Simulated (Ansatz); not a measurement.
The reference is Mg in the hcp (Mg type) structure (space group P6_3/mmc, No. 194; a = 3.1668 Å, c = 5.1884 Å).

The values are results of PBEsol/PAW in Ansatz (a program for electronic structure), no SOC, not measurements.

Base values:

The lattice parameter a comes out as 3.167 Å.

Perturbation: Sr takes the place of Mg on all its sites; the structure is relaxed again.

Tabulated Pauling electronegativity and covalent radius: Mg 1.31, 1.41 Å; Sr 0.95, 1.95 Å.

Q: What does the calculation give for the lattice parameter a after the change?

A: The lattice parameter a rises by 1.023 Å (3.167 Å → 4.190 Å).

Whether these cells are dynamically stable was not tested. This is not the structure that Sr has at room temperature and ambient pressure.
